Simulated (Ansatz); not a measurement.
Short convergence ladders for LuTl (P4mm, 2 atoms in the cell)

```xyz
2
Lattice="3.5769 0.0000 0.0000 0.0000 3.5769 0.0000 0.0000 0.0000 3.9218" Properties=species:S:1:pos:R:3 pbc="T T T"
Lu     0.0000     0.0000     0.0500
Tl     1.7884     1.7884     1.9609
```

Base method: LDA (PW92), default PAW files made with PBE (plane waves; Ansatz, a first-principles code).

Base settings: basis.ecutwfc = 420 eV; kpoints.mp_grid.grid = 9 9 9; hamiltonian.xc = lda; hamiltonian.pseudopotentials = {kind: paw} (the program's default PAW files); scf.occupations.method = fermi_dirac; scf.occupations.width = 0.1 eV.

The count of work is k-points × plane waves × bands × iterations; it is no time. Core times come from one kind of shared machine, to one figure; runs under 30 s give none.

**The cutoff for other potential files**

Level: DFT, LDA (PW92), plane waves, harder PAW files (source: ansatz) made with PBE.

In this ladder: hamiltonian.pseudopotentials = {kind: paw, source: ansatz}.

The second cell is the first with its lattice scaled by 0.98.

The mesh stays at the base's, so the ladder's end is converged at best in this setting alone.

The first pressure column holds Ansatz's estimate of the finite-basis (Pulay) stress, which hides part of the cutoff error; the other is without it.

Only quantities that move along the ladder and can be compared are tabulated.

| basis.ecutwfc | free energy less the last step's (meV/atom) | energy of the compressed cell less the first (meV/atom) | pressure (GPa) | pressure without the Pulay estimate (GPa) | largest difference of a force vector from the last step's (eV/Å) | count of work / last |
|---|---|---|---|---|---|---|
| 305 eV | 32728.57 | 306.77 | 24.03 | -1407.81 | 0.010 | 0.12 |
| 375 eV | 3535.28 | -2.68 | -2.77 | -179.30 | 0.012 | 0.14 |
| 475 eV | 134.90 | -13.43 | -3.36 | -13.04 | 0.000 | 0.21 |
| 580 eV | 1.80 | -13.86 | -3.33 | -3.50 | 0.000 | 0.31 |
| 680 eV | 0.65 | -13.88 | -3.33 | -3.35 | 0.000 | 0.36 |
| 815 eV | 0.36 | -13.87 | -3.33 | -3.33 | 0.000 | 0.47 |
| 1020 eV | 0.17 | -13.87 | -3.33 | -3.33 | 0.000 | 0.65 |
| 1360 eV | 0.00 | -13.87 | -3.33 | -3.33 | 0.000 | 1.0 |

Coarsest basis.ecutwfc that holds the pressure without the Pulay estimate within 1 GPa of the last step, with all finer ones: 580 eV, at 0.31 of the last step's count of work; the step before is off by 9.7 GPa.

Coarsest basis.ecutwfc that holds the forces within 0.005 eV/Å of the last step, with all finer ones: 475 eV, at 0.21 of the last step's count of work; the step before is off by 0.012 eV/Å.

Coarsest basis.ecutwfc that holds the free energy within 1 meV/atom of the last step, with all finer ones: 680 eV, at 0.36 of the last step's count of work; the step before is off by 1.8 meV/atom.

The energy difference between the two cells stays within 1 meV/atom of the last step's from 475 eV on, the total only from 680 eV on: much of the error is common to both cells and cancels.

At the lowest cutoff the pressure without the Pulay estimate lies 1400 GPa under the last step's, the usual sign of Pulay stress in an incomplete plane-wave basis.

**The relaxed cell against the cutoff**

On LuTl (P4/mmm, 2 atoms in the cell): atoms on their sites.

In this ladder: relax = cell and atoms.

The mesh stays at the base's, so the ladder's end is converged at best in this setting alone.

Only quantities that move along the ladder and can be compared are tabulated.

```tsv
basis.ecutwfc	relaxed volume (Å³/atom)	relaxation steps	core time / last (rough)
210 eV	24.412	57	0.9
250 eV	23.590	76	1
295 eV	23.690	35	0.8
355 eV	23.652	15	0.5
420 eV	23.663	9	0.5
505 eV	23.656	9	0.5
630 eV	23.656	9	0.7
840 eV	23.656	9	1
```

Coarsest basis.ecutwfc that holds the relaxed volume within 0.118 Å³/atom of the last step, with all finer ones: 250 eV; the step before is off by 0.76 Å³/atom.

At the lowest cutoff the cell relaxes to a volume 3.2 % larger than at the highest. Ansatz relaxes on a stress corrected for the finite basis.

On the base run: the starting cell comes from a database of computed structures (which also holds hypothetical and non-ambient phases and stackings), without a prior relaxation at this level. Its lattice was rescaled by up to half a per cent. One atom was moved a little off its site on purpose.

Keys are those of Ansatz 0.2.
